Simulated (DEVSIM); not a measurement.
Structure: Schottky contact on n-type Si, at 300 K.

```csv
layer (left to right),material,thickness (μm),Nd (cm⁻³),τn (s),τp (s)
1,Si,2.10,1.8e17,1.7e-6,1.7e-6
```

Left contact: Schottky, work function 4.75 eV, emission velocity 6e6 cm/s. Right contact: ohmic. Voltage is applied to the left contact. Recombination: SRH at mid-gap, radiative. Mobility is μmin + (μ − μmin)/(1 + (N/Nref)^α).

This is a model device: material constants are rounded textbook-type values typed into the input, and sizes, dopings and lifetimes were drawn at random. Values at 300 K.

```csv
parameter,Si
gap (eV),1.124
affinity (eV),4.05
permittivity,11.7
Nc (cm⁻³),2.86e19
Nv (cm⁻³),3.1e19
μn (cm²/Vs),1417
μp (cm²/Vs),470
"μn,min",52
"μp,min",45
"Nref,n",9.7e16
"Nref,p",2.2e17
αn,0.68
αp,0.72
B (cm³/s),4.7e-15
```

Model (solved in DEVSIM): 1D drift-diffusion, Boltzmann statistics, complete ionisation; no tunnelling, impact ionisation, image-force lowering or self-heating. Metal contacts follow the ideal Schottky-Mott rule: no Fermi-level pinning, no interface dipoles.

**Question.** Tabulate band edges, carrier densities and field at zero bias.

**Answer.** Energies count from the Fermi level of the right contact; mesh points crowd at the junctions.

```tsv
x (μm)	Ec (eV)	Ev (eV)	n (cm⁻³)	p (cm⁻³)	field (V/cm)
0.000	0.700	-0.424	5.0e7	2.3e12	-170000
0.009236	0.551	-0.573	1.6e10	7.4e9	-150000
0.02383	0.365	-0.759	2.2e13	5400000	-110000
0.04203	0.215	-0.909	7.1e15	16000	-57000
0.07869	0.134	-0.990	1.6e17	730	-3200
0.1175	0.131	-0.993	1.8e17	650	-63
0.1709	0.131	-0.993	1.8e17	650	≈ 0
0.2785	0.131	-0.993	1.8e17	650	≈ 0
0.4093	0.131	-0.993	1.8e17	650	≈ 0
0.5723	0.131	-0.993	1.8e17	650	≈ 0
0.7965	0.131	-0.993	1.8e17	650	≈ 0
1.208	0.131	-0.993	1.8e17	650	≈ 0
1.459	0.131	-0.993	1.8e17	650	≈ 0
1.659	0.131	-0.993	1.8e17	650	≈ 0
1.825	0.131	-0.993	1.8e17	650	≈ 0
1.907	0.131	-0.993	1.8e17	650	≈ 0
1.966	0.131	-0.993	1.8e17	650	≈ 0
2.009	0.131	-0.993	1.8e17	650	≈ 0
2.050	0.131	-0.993	1.8e17	650	≈ 0
2.073	0.131	-0.993	1.8e17	650	≈ 0
2.087	0.131	-0.993	1.8e17	650	≈ 0
2.100	0.131	-0.993	1.8e17	650	≈ 0
```
